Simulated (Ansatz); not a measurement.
Converging the plane-wave cutoff: YGe (Cm, 4 atoms in the cell)

```
YGe
1.0
    2.14770    -5.37829     0.00000
    2.14770     5.37829     0.00000
    0.00000     0.00000     3.96646
Y Ge
2 2
Cartesian
  2.14770   3.88732   1.04162
  2.14770  -3.88732   2.97485
  2.14770   0.90764   0.99162
  2.14770  -0.90764   2.97485
```

Method of the run: PBEsol, default PAW files made with PBE (plane waves; Ansatz, a first-principles code).

Base settings: basis.ecutwfc = 420 eV; kpoints.mp_grid.grid = 5 5 5; hamiltonian.xc = pbesol; hamiltonian.pseudopotentials = {kind: paw} (the program's default PAW files); scf.occupations.method = fermi_dirac; scf.occupations.width = 0.1 eV.

The second cell is the first with its lattice scaled by 0.98.

The mesh stays at the base's, so the ladder's end is converged at best in this setting alone.

The first pressure column holds Ansatz's estimate of the finite-basis (Pulay) stress, which hides part of the cutoff error; the other is without it.

Only quantities that move along the ladder and can be compared are tabulated.

The count of work is k-points × plane waves × bands × iterations; it is no time. 

The starting cell comes from a database of computed structures (which also holds hypothetical and non-ambient phases and stackings), without a prior relaxation at this level. Its lattice was rescaled by up to half a per cent. One atom was moved a little off its site on purpose.

```tsv
basis.ecutwfc	free energy less the last step's (meV/atom)	energy of the compressed cell less the first (meV/atom)	pressure (GPa)	pressure without the Pulay estimate (GPa)	largest difference of a force vector from the last step's (eV/Å)	count of work / last
145 eV	29648.55	13.32	-6.50	-686.08	0.945	0.069
170 eV	12870.37	-65.18	-8.75	-350.40	0.419	0.079
190 eV	6508.00	-35.44	-2.22	-205.84	0.328	0.094
210 eV	3142.37	6.30	-2.72	-117.34	0.022	0.11
230 eV	1453.41	3.99	-3.36	-64.63	0.169	0.11
250 eV	651.08	-2.44	-3.09	-34.83	0.020	0.12
295 eV	86.52	-4.77	-2.94	-8.72	0.025	0.13
335 eV	10.84	-4.78	-2.96	-3.88	0.004	0.17
380 eV	1.34	-4.88	-2.97	-3.03	0.000	0.23
420 eV	0.79	-4.89	-2.97	-2.98	0.000	0.27
460 eV	0.48	-4.90	-2.97	-2.99	0.000	0.31
505 eV	0.22	-4.89	-2.97	-2.98	0.000	0.35
565 eV	0.11	-4.89	-2.97	-2.97	0.000	0.42
630 eV	0.09	-4.90	-2.97	-2.97	0.000	0.49
735 eV	0.03	-4.90	-2.97	-2.97	0.000	0.63
840 eV	0.01	-4.90	-2.97	-2.97	0.000	0.76
1010 eV	0.00	-4.91	-2.97	-2.97	0.000	1.0
```

Coarsest basis.ecutwfc that holds the free energy within 1 meV/atom of the last step, with all finer ones: 420 eV, at 0.27 of the last step's count of work; the step before is off by 1.3 meV/atom.

Coarsest basis.ecutwfc that holds the energy of the compressed cell less the first within 2 meV/atom of the last step, with all finer ones: 295 eV, at 0.13 of the last step's count of work; the step before is off by 2.5 meV/atom.

Coarsest basis.ecutwfc that holds the forces within 0.01 eV/Å of the last step, with all finer ones: 335 eV, at 0.17 of the last step's count of work; the step before is off by 0.025 eV/Å.

The energy difference between the two cells stays within 1 meV/atom of the last step's from 295 eV on, the total only from 420 eV on: much of the error is common to both cells and cancels.

At the lowest cutoff the pressure without the Pulay estimate lies 683 GPa under the last step's, the usual sign of Pulay stress in an incomplete plane-wave basis.

Keys are those of Ansatz 0.2.
